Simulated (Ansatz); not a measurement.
TiGeO3 (space group R-3, No. 148; a cell from a computed database, its experimental status unchecked; layered, stacked along the Cartesian z axis)

Space group R-3, hexagonal axes (No. 148); a = 4.977 Å, b = 4.977 Å, c = 19.748 Å, α = 90.00°, β = 90.00°, γ = 120.00°

```tsv
atom	site	symmetry	x	y	z
Ti	6c	3.	0.0000	0.0000	0.1727
Ge	6c	3.	0.0000	0.0000	0.3971
O	18f	1	0.3354	0.0090	0.2204
```
(The calculation used a cell of 10 atoms; values per cell refer to that cell.)

Method: PBEsol, PAW, 420 eV (Ansatz, a program for electronic structure; no spin-orbit coupling). Settings: 8×8×8 k-points, 0.05 eV Fermi–Dirac smearing.

```yaml
volume_per_atom: 14.12 Å³
density: 3.96 g/cm³
band_gap: 1.13 eV, indirect, Γ → k = (0.125, 1/4, -1/4) in the run's primitive reciprocal basis
total_energy: -1682.784 eV/atom (σ→0; compares only within this code and set-up)
```

Whether these cells are dynamically stable was not tested. All final runs are without spin polarisation. No dispersion term is included in the PBEsol runs.
